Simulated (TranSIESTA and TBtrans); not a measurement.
Run with TranSIESTA and TBtrans (open boundaries, self-consistent; PseudoDojo norm-conserving potentials, scalar-relativistic): PAO.BasisSize DZP, PAO.EnergyShift 0.15 eV, XC.Authors PBE, Mesh.Cutoff 200 Ry, ElectronicTemperature 300 K, TS.Voltage 0.0 eV, TBT.Elecs.Eta 0.001 eV, no spin polarisation.

Device: Ge chain with one bond stretched by 2.0 Å. Leads: straight Ge chain, spacing 2.4 Å. Geometry: as built, not relaxed.

### Question
Predict: conductance at 300 K (G0 = 2e²/h); thermopower (μV/K); mean T from −0.5 to 0.5 eV.

### Answer
conductance at 300 K (G0 = 2e²/h): 0.14; thermopower (μV/K): -2.6; mean T from −0.5 to 0.5 eV: 0.13. The straight chain is held at its spacing; free chains may zigzag or dimerise. No spin-polarised start was tried, so a magnetic state, if there is one, is missed.
